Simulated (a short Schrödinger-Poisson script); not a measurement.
Stack: MOS inversion layer, Al2O3 on p-type Si(110), at 300 K.

From the gate side: 5.4 nm Al2O3; 1800 nm Si, acceptors 5.9e16 cm⁻³.

Constants are typed, rounded textbook-type inputs, not results; the design itself was drawn at random and stands for no fabricated device. Al2O3: permittivity 9, conduction-band edge (eV) 2.7, gap (eV) 6.8, electron mass (mₑ) 0.3. Si: permittivity 11.7, conduction-band edge (eV) 0, gap (eV) 1.124, Nv at 300 K (cm⁻³) 3.1e19.

Channel valleys (confinement mass, in-plane density-of-states mass, number): Δ4 0.315, 0.324, 4; Δ2 0.19, 0.417, 2. At the gate the conduction-band edge of layer 1 lies 3.11 eV − eVg above the Fermi level of the channel; the field vanishes at the back. Gaps are held at their typed values at every temperature. Mesh 0.03 nm at interfaces.

From a short Schrödinger-Poisson script (our own, NumPy): 1D Poisson equation in equilibrium, electrons quantum, Hartree (BenDaniel-Duke, 12 states a valley, the channel's in-plane mass for all, wave functions free to enter the dielectric), parabolic valleys, classical holes, full ionisation, no traps, pinning or gate leakage.

```
Vg (V)  electrons (cm⁻²)  C (μF/cm²)  Δ4 E0 (meV from the Fermi level)  Δ2 E0 (meV from the Fermi level)
------  ----------------  ----------  --------------------------------  --------------------------------
0.3               1.68e9      0.0857                             248.5                             257.6
0.4              4.66e10       0.273                             161.9                             171.5
0.5              3.48e11       0.738                             108.8                             119.4
0.6              8.74e11       0.942                              83.7                              95.6
0.7              1.49e12        1.04                              68.6                              81.9
0.8              2.15e12        1.09                              58.0                              72.5
0.9              2.85e12        1.13                              49.7                              65.4
1                3.56e12        1.16                              42.9                              59.7
1.1              4.29e12        1.18                              37.2                              55.0
1.2              5.03e12        1.19                              32.2                              50.9
1.3              5.78e12        1.21                              27.7                              47.4
1.4              6.54e12        1.22                              23.7                              44.2
1.5              7.30e12        1.23                              20.0                              41.4
1.6              8.07e12        1.24                              16.6                              38.8
1.7              8.85e12        1.25                              13.5                              36.4
1.8              9.63e12        1.26                              10.5                              34.1
1.9              1.04e13        1.26                               7.7                              32.1
2                1.12e13        1.27                               5.1                              30.1
```

Gate voltages with under 1e9 electrons/cm² are left out.

Question: At Vg = 2 V the lowest Δ4 subband lies at 5.1 meV from the Fermi level. How many electrons does it hold, and what share of all?

Answer: The two-dimensional density of states is g m/(πħ²) = 5.41e11 cm⁻² meV⁻¹ (both spins), kT = 25.9 meV, so n = D kT ln(1 + exp(−E/kT)) = 8.39e12 cm⁻², 0.75 of the 1.12e13 cm⁻² in all.

Question: Compare the slope of the sheet density between 1.8 and 2 V with the geometric capacitance of the layers between gate and channel.

Answer: q Δn/ΔV = 1.26 μF/cm²; ε0/Σ(t/ε) = 1.48 μF/cm². The ratio is 0.85: the channel acts as a further capacitance in series.
